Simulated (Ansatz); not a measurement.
## Effect of pressure 10 GPa on Sc2Al

Start from Sc2Al (space group P6_3/mmc, No. 194; a = 4.850 Å, c = 6.090 Å; a cell from a computed database, its experimental status unchecked).

It is then changed as follows: a hydrostatic pressure of 10 GPa.

Level of theory: PBEsol (Ansatz, a first-principles code; PAW; 420 eV plane waves; no spin-orbit coupling). Γ-centred 11×11×8 mesh, Fermi–Dirac width 0.05 eV.

| quantity | base | changed | shift |
|---|---|---|---|
| volume per atom | 20.67 Å³ | 18.49 Å³ | -2.18 Å³ |
| lattice parameter a | 4.850 Å | 4.688 Å | -0.162 Å |
| c/a ratio | 1.256 | 1.244 | -0.012 |
| shortest interatomic distance | 2.800 Å | 2.706 Å | -0.0935 Å |
| enthalpy H = E + PV relative to the base's energy | – | +1.22 eV/atom | – |
| band gap | zero | zero | – |

Final structure:

```
CELL_PARAMETERS angstrom
      4.68765     0.00000     0.00000
     -2.34383     4.05963     0.00000
      0.00000     0.00000     5.83125
ATOMIC_POSITIONS crystal
  Sc 0.00000 0.00000 0.00000
  Sc 0.00000 0.00000 0.50000
  Sc 0.33333 0.66667 0.75000
  Sc 0.66667 0.33333 0.25000
  Al 0.33333 0.66667 0.25000
  Al 0.66667 0.33333 0.75000
```

Load acts through the strain it causes; cell and atoms are relaxed under it. Whether these cells are dynamically stable was not tested. Competing high-pressure phases were not computed. All final runs are without spin polarisation. Sc2Al has a high density of states at the Fermi level and may be magnetic at this level.
